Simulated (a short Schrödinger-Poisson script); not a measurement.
MOS inversion layer, SiO2 on p-type Si(100)

System: MOS inversion layer, SiO2 on p-type Si(100), at 300 K.

```csv
layer,material,thickness (nm),Na (cm⁻³)
1,SiO2,4,-
2,Si,600,5.2e17
```

Constants are typed, rounded textbook-type inputs, not results; the design itself was drawn at random and stands for no fabricated device. SiO2: permittivity 3.9, conduction-band edge (eV) 3.15, gap (eV) 9, electron mass (mₑ) 0.5. Si: permittivity 11.7, conduction-band edge (eV) 0, gap (eV) 1.124, Nv at 300 K (cm⁻³) 3.1e19.

Channel valleys (confinement mass, in-plane density-of-states mass, number): Δ2 0.916, 0.19, 2; Δ4 0.19, 0.417, 4. At the gate the conduction-band edge of layer 1 lies 3.77 eV − eVg above the Fermi level of the channel; the field vanishes at the back. Gaps are held at their typed values at every temperature. Mesh 0.03 nm at interfaces.

From a short Schrödinger-Poisson script (our own, NumPy): 1D Poisson equation in equilibrium, electrons quantum, Hartree (BenDaniel-Duke, 12 states a valley, the channel's in-plane mass for all, wave functions ending at the dielectric), parabolic valleys, classical holes, full ionisation, no traps, pinning or gate leakage.

| Vg (V) | electrons (cm⁻²) | C (μF/cm²) | Δ2 E0 (meV) | Δ2 E1 (meV) | Δ4 E0 (meV) | Δ4 E1 (meV) |
|---|---|---|---|---|---|---|
| 0.7 | 1.41e6 | 0.195 | 397.8 | 457.2 | 452.6 | 549.4 |
| 0.8 | 2.45e7 | 0.187 | 323.1 | 385.0 | 380.1 | 481.2 |
| 0.9 | 4.45e8 | 0.182 | 247.4 | 311.5 | 306.5 | 411.5 |
| 1 | 8.03e9 | 0.202 | 171.8 | 238.1 | 233.0 | 341.7 |
| 1.1 | 9.30e10 | 0.389 | 107.7 | 176.1 | 170.8 | 282.7 |
| 1.2 | 3.59e11 | 0.584 | 71.6 | 142.2 | 137.0 | 250.9 |
| 1.3 | 7.31e11 | 0.664 | 52.0 | 124.8 | 119.6 | 235.1 |
| 1.4 | 1.15e12 | 0.701 | 38.9 | 114.0 | 108.9 | 225.5 |
| 1.5 | 1.58e12 | 0.722 | 29.2 | 106.3 | 101.4 | 219.1 |
| 1.6 | 2.03e12 | 0.735 | 21.3 | 100.5 | 95.6 | 214.3 |
| 1.7 | 2.49e12 | 0.744 | 14.6 | 95.8 | 91.0 | 210.6 |
| 1.8 | 2.95e12 | 0.751 | 8.7 | 91.8 | 87.2 | 207.5 |
| 1.9 | 3.42e12 | 0.757 | 3.4 | 88.5 | 83.9 | 205.0 |
| 2 | 3.89e12 | 0.761 | -1.4 | 85.5 | 81.1 | 202.9 |
| 2.1 | 4.37e12 | 0.765 | -5.8 | 82.9 | 78.5 | 201.0 |
| 2.2 | 4.84e12 | 0.768 | -10.0 | 80.5 | 76.2 | 199.4 |
| 2.3 | 5.32e12 | 0.771 | -14.0 | 78.3 | 74.1 | 197.9 |
| 2.4 | 5.80e12 | 0.773 | -17.8 | 76.3 | 72.2 | 196.6 |

Gate voltages with under 1e6 electrons/cm² are left out.

Subbands count from the Fermi level.
